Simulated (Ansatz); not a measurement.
The parent structure is GaP in the zinc blende structure (space group F-43m, No. 216).

```
GaP
1.0
    0.00000     2.72566     2.72566
    2.72566     0.00000     2.72566
    2.72566     2.72566     0.00000
Ga P
1 1
Cartesian
  0.00000   0.00000   0.00000
  1.36283   1.36283   1.36283
```

Cartesian axes are those of the cell as printed.

The values are results of r2SCAN/PAW in Ansatz (an electronic-structure program), no SOC, not measurements.

Modification: every lattice vector is shortened by 2.00 %; the atoms relax in the strained cell.

### Question
Predict the stress tensor and what it implies for the stiffness.

### Answer
Stress of the strained cell less that of the base (GPa, compression positive):
```
   6.07    0.00    0.00
   0.00    6.07    0.00
   0.00    0.00    6.07
```

Then B = −ΔP/(ΔV/V₀) with ΔV/V₀ = -0.0588 gives secant stiffness values (nonlinear terms included at this strain): B ≈ 103 GPa.

As a check, the harmonic strain energy −½ V₀ Δσ:ε is 23 meV/atom; the computed energy rise is 21 meV/atom.

Stability against distortions was not tested.
